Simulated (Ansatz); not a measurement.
The starting structures come from a database of crystals and need not be the phases stable at ambient conditions.

 Where the default PAW files enter, the runs use the earlier of Ansatz's two default sets.

Crystal: SrCl2 (Fm-3m, fluorite, not sure to be the ambient phase, 3 atoms a cell, 28.6 Å³ an atom); planes in its conventional cell.

All values below come from r2SCAN (plane waves, PAW; Ansatz, a quantum-chemistry and plane-wave program).

The gap is the functional's own. No spin-orbit coupling. Mid-gap values are interpolated on the energy grid.

```
plane  area of the cell (Å²)  mid-gap κ (1/Å)  largest κ in the gap (1/Å)
-----  ---------------------  ---------------  --------------------------
(001)                   24.5             0.36                        0.36
(111)                   21.2       (withheld)                  (withheld)
(110)                   34.6       (withheld)                  (withheld)
```

Q: The slowest decay depends on the direction. Supply the withheld values.

A: 
- (111), mid-gap κ (1/Å): 0.42
- (111), largest κ in the gap (1/Å): 0.43
- (110), mid-gap κ (1/Å): 0.40
- (110), largest κ in the gap (1/Å): 0.41
